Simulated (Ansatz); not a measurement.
The parent structure is SiC in the zinc blende structure (space group F-43m, No. 216).

```
SiC
1.0
    0.00000     2.18986     2.18986
    2.18986     0.00000     2.18986
    2.18986     2.18986     0.00000
C Si
1 1
Direct
  0.75000   0.75000   0.75000
  0.00000   0.00000   0.00000
```

Cartesian axes are those of the cell as printed.

Method: Ansatz (a quantum-chemistry and plane-wave program), PBE, PAW, cutoff 420 eV, scalar-relativistic without spin-orbit coupling, earlier PAW set.

One thing is altered: an isotropic linear strain of +0.62 %; the atoms relax in the strained cell.

Predict the stress tensor and what it implies for the stiffness.

Stress of the strained cell less that of the base (GPa, compression positive):
```
  -3.81    0.00    0.00
   0.00   -3.81    0.00
   0.00    0.00   -3.81
```

Then B = −ΔP/(ΔV/V₀) with ΔV/V₀ = 0.0187 gives secant stiffness values (nonlinear terms included at this strain): B ≈ 203 GPa.

No phonon test of stability was made.
